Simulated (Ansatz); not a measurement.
The parent structure is Mg$_{3}$Sb$_{2}$ (space group P-3m1, No. 164; a = 4.5959 Å, c = 7.2716 Å).

Method: PBE/PAW in Ansatz (a program for electronic structure), spin-orbit coupling left out.

Before the change:

| Quantity | Result |
|---|---|
| Pressure | 0.0 GPa |
| Band gap | 0.15 eV |

It is then changed as follows: every lattice vector is shortened by 4.83 %, atoms relaxed at fixed cell.

What does the calculation give for the largest internal atomic displacement, pressure, energy relative to the base and band gap after the change?

The largest internal atomic displacement amounts to 0.049 Å; the pressure (mean of the normal stresses, compression positive) goes from zero to 8.5 GPa; the energy goes up by 86 meV/atom; the band gap becomes zero (base: 0.15 eV).

With Sb present, leaving out spin-orbit coupling can change the band edges. The cells carry an imposed strain or load. Whether these cells are dynamically stable was not tested. The final runs are not spin-polarised. Gaps under 0.05 eV, about the width of the smearing, are given as zero. A zero or small gap of Mg3Sb2 can be the functional's error rather than a property of the material.
